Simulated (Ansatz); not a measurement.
The cell is built on a prototype and need not be the phase stable at ambient conditions.

By r2SCAN, the system below comes out a metal.

Input:

```
Se
1.0
    4.41850     0.00000     0.00000
   -2.20925     3.82654     0.00000
    2.20925     1.27551     3.60769
Se
2
Cartesian
  2.20925   1.27551   0.90192
  0.00000   2.55102   1.80385
```

Space group of this cell: Fd-3m, diamond. The cell was relaxed by PBE-D3(BJ); by r2SCAN its mean pressure is 0.8 GPa.

The current flows along the normal of the first two printed cell vectors. No spin-orbit coupling; the value is a mean over 0.1 eV about the Fermi level.

Task: Compute, with r2SCAN (Ansatz, an electronic-structure program), the ballistic conductance per area.

Result: 0.59 × 10¹⁵ S/m² for both spins.
